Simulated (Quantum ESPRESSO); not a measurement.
**Several settings converged on Cu3Sn (I4mm, 4 atoms in the cell)**

```
CELL_PARAMETERS angstrom
      0.00000     3.06761     3.06761
      3.06761     0.00000     3.06761
      3.06761     3.06761     0.00000
ATOMIC_POSITIONS crystal
  Cu 0.50815 0.50815 0.49185
  Cu 0.75000 0.75000 0.75000
  Cu 0.25000 0.25000 0.25000
  Sn 0.00000 0.00000 0.00000
```

Base method: LDA (PZ), PSlibrary PAW (LDA) pseudopotentials (plane waves; Quantum ESPRESSO).

Base settings: ecutwfc = 55 Ry; ecutrho = 330 Ry; occupations = smearing; smearing = fd; degauss = 0.0073499 Ry; potentials = {Cu: Cu.pz-dn-kjpaw_psl.1.0.0.UPF, Sn: Sn.pz-dn-kjpaw_psl.1.0.0.UPF}; K_POINTS = automatic 3 3 3 0 0 0; conv_thr = 1e-10 Ry.

The count of work is k-points × plane waves × bands × iterations; it is no time. Core times come from one kind of shared machine, to one figure; runs under 30 s give none.

**The cutoff for other potential files**

Level: DFT, LDA (PZ), plane waves, PSlibrary PAW (LDA, semicore) pseudopotentials.

In this ladder: pseudopotentials = {Cu: Cu.pz-spn-kjpaw_psl.1.0.0.UPF, Sn: Sn.pz-dn-kjpaw_psl.1.0.0.UPF}. Moved along: ecutrho.

The second cell is the first with its lattice scaled by 0.98.

The mesh stays at the base's, so the ladder's end is converged at best in this setting alone.

Only quantities that move along the ladder and can be compared are tabulated.

| ecutwfc | free energy less the last step's (meV/atom) | energy of the compressed cell less the first (meV/atom) | pressure (GPa) | largest difference of a force vector from the last step's (eV/Å) | count of work / last | core time / last (rough) |
|---|---|---|---|---|---|---|
| 36 Ry | 11833.13 | 301.34 | -684.66 | 0.063 | 0.099 | – |
| 44 Ry | 2083.80 | -43.63 | -158.50 | 0.027 | 0.13 | – |
| 56 Ry | 243.83 | -22.47 | -17.65 | 0.000 | 0.21 | 0.2 |
| 68 Ry | 135.75 | -27.05 | -11.56 | 0.000 | 0.36 | 0.3 |
| 80 Ry | 68.85 | -26.91 | -11.35 | 0.000 | 0.49 | 0.3 |
| 96 Ry | 21.82 | -26.82 | -9.64 | 0.000 | 0.65 | 0.5 |
| 120 Ry | 7.60 | -26.99 | -8.82 | 0.000 | 0.90 | 0.6 |
| 160 Ry | 0.00 | -27.01 | -8.75 | 0.000 | 1.0 | 1 |

Coarsest ecutwfc that holds the free energy within 5 meV/atom: not settled: the last two steps still differ by 7.6 meV/atom, over half the tolerance, so the ladder does not show it.

Coarsest ecutwfc that holds the energy of the compressed cell less the first within 1 meV/atom of the last step, with all finer ones: 68 Ry, at 0.36 of the last step's count of work and about 0.3 of the last step's time; the step before is off by 4.5 meV/atom.

Coarsest ecutwfc that holds the forces within 0.02 eV/Å of the last step, with all finer ones: 56 Ry, at 0.21 of the last step's count of work and about 0.2 of the last step's time; the step before is off by 0.027 eV/Å.

At the lowest cutoff the pressure lies 676 GPa under the last step's, the usual sign of Pulay stress in an incomplete plane-wave basis.

**The density cutoff**

The mesh stays at the base's, so the ladder's end is converged at best in this setting alone.

Only quantities that move along the ladder and can be compared are tabulated.

| ecutrho | free energy less the last step's (meV/atom) | pressure (GPa) | core time / last (rough) |
|---|---|---|---|
| 110 Ry | -1.86 | -9.92 | – |
| 165 Ry | -0.16 | -10.03 | – |
| 220 Ry | -0.04 | -10.03 | – |
| 275 Ry | -0.01 | -10.03 | – |
| 330 Ry | -0.01 | -10.03 | 0.5 |
| 440 Ry | 0.01 | -10.03 | – |
| 550 Ry | 0.00 | -10.03 | 0.7 |
| 660 Ry | 0.00 | -10.03 | 0.8 |
| 880 Ry | 0.00 | -10.03 | 1 |

Coarsest ecutrho that holds the pressure within 0.05 GPa of the last step, with all finer ones: 165 Ry; the step before is off by 0.11 GPa.

Coarsest ecutrho that holds the free energy within 1 meV/atom of the last step, with all finer ones: 165 Ry; the step before is off by 1.9 meV/atom.

On the base run: the starting cell comes from a database of computed structures (which also holds hypothetical and non-ambient phases and stackings), without a prior relaxation at this level. Its lattice was rescaled by up to half a per cent. One atom was moved a little off its site on purpose. Spin polarisation is off. In the base run, with a pressure of about -10 GPa the cell is away from its equilibrium volume at this level. Without a gap this mesh is coarse (it stands for a supercell whose shortest vector is 13 Å).
